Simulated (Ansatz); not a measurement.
Abridged Ansatz (a program for electronic structure) output:

```
Pseudopotential: H, paw, valence charge 1
Pseudopotential: K, paw, valence charge 9
Crystal: 4 atoms, lattice volume = 189.611 Å³
Basis set: ecut = 420 eV, 3719 PW (Γ), exchange–correlation on 90×90×90 points (8 copies of the dense FFT grid, shifted against one another)
Bands: 18, of which v1, the nominal top of the filled ones, is band 14 counted from 1 (13 counted from 0)
Symmetry: 48 space group operations
k-points: 35 of 729
Functional: x = pbesol(κ = 0.804, μ = 0.12345679012345678), c = pbesol(β = 0.046)
SCF iter   1: F=—  HF=-4562.297800 eV  |F-HF|=—  |Δ(HF+E_count)|=         —  Δρ=7.49e-3  dr2=2.06e-1  ethr=1.77e-3  ⟨swp⟩=6.1  Hψ=3540  notcnv=0
SCF iter   2: F=—  HF=-4562.256356 eV  |F-HF|=—  |Δ(HF+E_count)|=   4.14e-2  Δρ=1.84e-3  dr2=2.21e-2  ethr=7.37e-4  ⟨swp⟩=1.6  Hψ=936  notcnv=0
SCF 1 converged in 10 iterations: F = -4562.252272 eV  dr2 = 6.53e-11
SCF converged after 10 iterations
Free energy (F): -4562.252272 eV
Internal energy: -4562.243310 eV  (E = F + TS)
E sigma→0 (E₀):  -4562.247791 eV
Entropy (-TS):   -0.008961 eV (-2.240 meV/atom)
Fermi energy:    2.262486 eV
--- Forces (eV/Å), atoms counted from 1 ---
  atom   1  H     -0.00000000    -0.00000000    -0.00000000
  atom   2  K      0.00000000    -0.00000000    -0.00000000
  atom   3  K      0.00000000     0.00000000    -0.00000000
  atom   4  K      0.00000000     0.00000000     0.00000000
--- Stress (GPa, compression-positive) ---
        0.000242       0.000000      -0.000000
        0.000000       0.000242       0.000000
       -0.000000       0.000000       0.000242
  P = ⅓ Tr σ = 0.0002 GPa (0.002 kbar)
```

**Question.** What was computed, and what are the main results?

**Answer.** K3H, 4 atoms in the cell, with PBEsol (Ansatz, PAW, no spin-orbit coupling). The last SCF converged to F = -4562.252272 eV, or -1140.5631 eV per atom, at a pressure of 0.00 GPa. The total energy compares only with runs of the same code, potentials and settings.

Each cell is one ordered arrangement of few atoms, which overstates ordering effects compared with a random alloy. Stability against distortions was not tested. The final runs are not spin-polarised. The cell was made from K by this change: x(H) = 0.25, 4 atoms, Fm-3m.
